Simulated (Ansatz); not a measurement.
Base system: an 8-atom supercell of Sn (space group I4_1/amd, No. 141; a = 5.9470 Å, c = 3.2123 Å) at its relaxed geometry.

The values are results of PBE/PAW in Ansatz (an electronic-structure program), no SOC, not measurements.

Base values:

```
Item       Result
--------  -------
Pressure  0.1 GPa
```

One thing is altered: one Li atom is added in an open site, starting 1.96 Å from the nearest host atom, atoms relaxed at fixed cell, starting from a slightly rattled geometry.

Problem. Predict the new largest displacement of a host atom from its site in the perfect cell.

Solution. The largest displacement of a host atom from its site in the perfect cell is 0.51 Å.

Problem. What does the calculation give for the final site of the added atom after the change?

Solution. The final site of the added atom comes out as 7 Sn at 2.61–2.92 Å.

Problem. How does this affect the pressure?

Solution. The pressure rises by 4.4 GPa to 4.5 GPa.

The cell is small, so the values are those of an ordered compound at a high defect concentration; dilute-limit values will differ. The defect cell is not spin-polarised.
